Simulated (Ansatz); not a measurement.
Base system: Cu3N (space group Pm-3m, No. 221).

```xyz
4
Lattice="3.8269 0.0000 0.0000 0.0000 3.8269 0.0000 0.0000 0.0000 3.8269" Properties=species:S:1:pos:R:3 pbc="T T T"
Cu     1.9134     0.0000     0.0000
Cu     0.0000     1.9134     0.0000
Cu     0.0000     0.0000     1.9134
N      0.0000     0.0000     0.0000
```

Cartesian axes are those of the cell as printed.

The values are results of plane-wave PAW DFT at the PBE level (Ansatz, a program for electronic structure, 420 eV), without spin-orbit coupling, not measurements.

Modification: uniaxial strain ε_zz = −3.00 %, all other strain components held at zero, atoms relaxed at fixed cell.

Problem. Estimate the effect on the energy relative to the base.

Solution. The energy increases by 11 meV/atom.

Problem. Predict the new stress.

Solution. The stress (xx, yy, zz, yz, xz, xy; compression positive) comes out as (1.81, 1.81, 8.48, 0.00, 0.00, 0.00) GPa.

Stability against distortions was not tested. All final runs are without spin polarisation.
